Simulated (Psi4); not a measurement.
Psi4 1.11, PBE/def2-svp: Zr(OMe)(NH2)(Me)2 (C[O][Zr]([CH3])([CH3])[NH2]), 17 atoms. The geometry is a generated start, not checked to be a minimum at this level.

| Item | Value |
|---|---|
| task | energy |
| method | pbe |
| basis | def2-svp |
| memory | 3 GB |
| maxiter | 100 |
| keys of the molecule block | symmetry c1 |
| scf_type | df (default) |
| guess | auto, which took SAD (default) |
| scf_initial_accelerator | adiis (default) |
| e_convergence | 1e-06 (default) |
| d_convergence | 1e-06 (default) |
| dft_radial_points | 75 (default) |
| dft_spherical_points | 302 (default) |
| effective core potentials | those of the basis set, past Kr |
| basis functions | 156 |
| grid points | 364052 |

```xyz
17

Zr     0.6167     0.0924     0.1522
O      0.6146    -0.7309    -1.5701
C     -0.6110    -1.1347    -2.0946
H     -1.4195    -0.4149    -1.8475
H     -0.5398    -1.2022    -3.1899
H     -0.8972    -2.1337    -1.7153
N      2.3765     0.3114     1.1399
H      2.7175    -0.3411     1.8559
H      2.8149     1.2168     1.3296
C     -0.3441     2.1065    -0.0868
H     -0.8857     2.4330     0.8185
H     -1.0714     2.1038    -0.9171
H      0.4053     2.8849    -0.3174
C     -0.7560    -1.1252     1.4443
H     -0.5840    -2.2044     1.2700
H     -1.8148    -0.9160     1.2033
H     -0.6220    -0.9458     2.5249
```

Charge 0 and multiplicity 1 are set for this test and not shown to be the ground state.

One run each on 2 threads. Values of diis_max_vecs tried: 3, 6, 10 (default), 20.

Q: How does the count of SCF iterations change with diis_max_vecs, and where is it least?

A: Fewest SCF iterations, within one of each other: 6 with 12, 10 (default) with 11, 20 with 11. The count rises to 38 at 3. All converge to one solution.

```
diis_max_vecs  SCF iterations            end
-------------  --------------  -------------
3                          38  same solution
6                          12  same solution
10 (default)               11  same solution
20                         11  same solution
```
